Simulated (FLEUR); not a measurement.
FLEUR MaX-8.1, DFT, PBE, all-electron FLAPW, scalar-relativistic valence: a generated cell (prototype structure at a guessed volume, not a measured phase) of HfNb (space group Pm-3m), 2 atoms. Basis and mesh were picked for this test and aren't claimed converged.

| Property | Result |
|---|---|
| cell | 3.55, 3.55, 3.55 Å; 90, 90, 90° |
| task | ground state |
| k mesh | 7×7×7 |
| jspins | 1 |
| itmax | 100 |
| minDistance | 0.0001 me/bohr^3 |
| fermiSmearingEnergy | 0.004 Hartree |
| k-points after symmetry | 20 |
| basis functions | 251 |
| bands | 30 |
| symmetry operations | 48 |
| Kmax (1/bohr) | 3.6 |

Settings of this run: imix = Anderson, alpha = 0.02, maxIterBroyd = 15, precondParam = 0; 4 ranks.

| iteration | distance (me/bohr^3) |
|---|---|
| 1 | 12.19739152 |
| 2 | 11.51981616 |
| 3 | 5.80353841 |
| 4 | 7.99416103 |
| 5 | 4.30089700 |
| 6 | 1.56340605 |
| 7 | 1.20304770 |
| 8 | 0.98348919 |
| 9 | 0.38289676 |
| 10 | 0.47101989 |
| 11 | 0.08596352 |
| 12 | 0.06151294 |
| 13 | 0.01206238 |
| 14 | 0.00307920 |
| 15 | 0.00186748 |
| 16 | 0.00169044 |
| 17 | 0.00059411 |
| 18 | 0.00017532 |
| 19 | 0.00010834 |
| 20 | 0.00012167 |
| 21 | 0.00002469 |

It converged after 21 iterations.

Q: Which change of one setting makes this cycle converge in far fewer steps?

A: One answer among several that fit: alpha = 0.5 (11 iterations), all else kept. The other changes of this size gave: alpha = 0.3 (12); alpha = 0.2 (13); alpha = 0.1 (15); alpha = 0.05 (default) (16); alpha = 0.01 (19). The change moves the result by: energy 0.0026 meV/atom. Counts are of single runs.
